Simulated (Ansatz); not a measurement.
Reference: BP (F-43m), r2SCAN with spin-orbit coupling, rigid bands (plane waves, PAW; Ansatz, an electronic-structure program); geometry: cell and atoms relaxed with PBEsol.

BP is modelled in the cubic space group F-43m (No. 216), the zinc blende structure, Pearson symbol cF8. Lattice parameters: a = 4.520 Å, b = 4.520 Å, c = 4.520 Å, α = 90.00°, β = 90.00°, γ = 90.00°. B on 4a sees 4 P at 1.957 Å (tetrahedral). P on 4d is surrounded by 4 B at 1.957 Å (tetrahedral). (Neighbours: up to the widest gap in distance over summed covalent radii, below 1.35, at either atom.)
(The calculation used a cell of 2 atoms; values per cell refer to that cell.)

| Property | Value |
|---|---|
| band gap | 1.38 eV |
| electron conductivity mass | 0.32 mₑ |
| hole conductivity mass | 0.40 mₑ |
| Seebeck coefficient, n-type 1e19 cm⁻³ | -336 μV/K |

Problem. Swap P for As, keeping the structure type. How do these values move?

Solution. BAs (F-43m): volume per atom 11.5 to 13.5 Å³; band gap falls (1.38 eV to 1.30 eV); electron conductivity mass falls (0.32 mₑ to 0.30 mₑ); hole conductivity mass falls (0.40 mₑ to 0.32 mₑ); Seebeck coefficient, n-type 1e19 cm⁻³ stays about the same (-336 μV/K to -320 μV/K).

Moves up to 5 % count as about the same. Masses are for dilute carriers at 300 K, harmonic means over directions unless an axis is named. Seebeck coefficients are for the stated density at 300 K, with one relaxation time for all states and whether or not that doping can be reached.
